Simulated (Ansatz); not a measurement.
Ansatz (an electronic-structure program) run on Pb (P6_3/mmc, 2 atoms in the cell): relaxation of cell and atoms.

Level of theory: PBEsol, default PAW files made with PBE (plane waves; Ansatz).

The change in words: atoms on their sites; basis.ecutwfc: 420 eV → 505 eV; relax: default → cell and atoms. Reference geometry:
```
Pb
1.0
    3.45423     0.00000     0.00000
   -1.72712     2.99145     0.00000
    0.00000     0.00000     5.96740
Pb
2
Cartesian
  0.00000   1.99430   1.54185
  1.72712   0.99715   4.47555
```

Reference input (self-consistent single point, DFT, PBEsol, plane waves, default PAW files made with PBE): basis.ecutwfc = 420 eV; kpoints.mp_grid.grid = 11 11 6; hamiltonian.xc = pbesol; hamiltonian.pseudopotentials = {kind: paw} (the program's default PAW files); scf.occupations.method = gaussian; scf.occupations.width = 0.1 eV. This run's input differs from it in these lines:

Ansatz 0.2 input:
```diff
@@ -6,6 +6,6 @@
   atoms:
-    - { symbol: Pb, position: [0.333333, 0.666667, 0.258379] }
+    - { symbol: Pb, position: [0.333333, 0.666667, 0.250000] }
     - { symbol: Pb, position: [0.666667, 0.333333, 0.750000] }
 basis:
-  ecutwfc: 420.0 eV
+  ecutwfc: 505.0 eV
 kpoints:
@@ -17,2 +17,4 @@
   occupations: { method: gaussian, width: 0.1 eV }
+relax:
+  cell: {}
 output:
```

Log, with long lists cut:

```
   [... SCF lines of the steps left out ...]
relax step   1: F+E_penalty+E_count = -23509.85350070 eV  Δ(F+E_penalty+E_count) = +0.000e0 eV  max|allowed force component| = 1.480e-16 eV/Å  Δτ_max = 0.0000 Å  P = -1.449 GPa  Ω = 61.662 Å³  (7 SCF iters, dr2 threshold 1.00e-7 eV, accepted)
relax step   2: F+E_penalty+E_count = -23509.88211306 eV  Δ(F+E_penalty+E_count) = -2.861e-2 eV  max|allowed force component| = 1.850e-17 eV/Å  Δτ_max = 0.0000 Å  P = +0.017 GPa  Ω = 59.441 Å³  energy of the carried Pulay correction = +2.073e-5 eV  [...]
relax step   3: F+E_penalty+E_count = -23509.88275431 eV  Δ(F+E_penalty+E_count) = -6.412e-4 eV  max|allowed force component| = 5.551e-17 eV/Å  Δτ_max = 0.0000 Å  P = -0.012 GPa  Ω = 59.461 Å³  energy of the carried Pulay correction = +2.099e-5 eV  [...]
relax step   4: F+E_penalty+E_count = -23509.88273274 eV  Δ(F+E_penalty+E_count) = +2.157e-5 eV  max|allowed force component| = 7.401e-17 eV/Å  Δτ_max = 0.0000 Å  P = -0.012 GPa  Ω = 59.461 Å³  stress off target by 3.02e-2 GPa  SCF on the basis [...]
basis re-selected at this cell: Δ(F+E_penalty+E_count) = +2.157e-5 eV, ΔP = +0.000 GPa vs the last step
the relaxation is at rest under the 24 symmetry operations that the run kept from its start: a minimum is not shown …
Stability not checked: this state was not tested for a lower state beside it, because too few of the mixer's solves of this state at the end of the SCF gave a …
Free energy (F): -23509.882733 eV
Internal energy: -23509.878970 eV  (E = F + TS)
   [... lines left out ...]
Fermi energy:    10.944242 eV
   [... lines left out ...]
to start a new deck from the relaxed geometry:
  cell:  # Å, volume = 59.4612 Å³
    - [3.464986929983833, 0.0, 0.0]
    - [-1.7324934649919166, 3.0007667051470515, 0.0]
    - [0.0, 0.0, 5.718732571052001]
  atoms:
    - { symbol: Pb, position: [0.33333333333333326, 0.6666666666666665, 0.24999999999999997] }
    - { symbol: Pb, position: [0.6666666666666665, 0.33333333333333326, 0.7499999999999999] }
```

The run converged. 

Summary of the result:
- Free energy E − TS (on the zero of these files): -23509.8827 eV
- Fermi level (on the code's own zero): 10.94 eV
- Pressure: -0.01 GPa
- Final cell: a = b = 3.4650 Å, c = 5.7187 Å, α = β = 90.00°, γ = 120.00°
- Final volume per atom: 29.73 Å³
- Relaxation steps: 4

The starting cell comes from a database of computed structures (which also holds hypothetical and non-ambient phases and stackings), without a prior relaxation at this level. Its lattice was rescaled by up to half a per cent. The relaxation keeps the symmetry of its start, so its end need not be a minimum. Ansatz's pressure includes its estimate of the finite-basis (Pulay) stress.
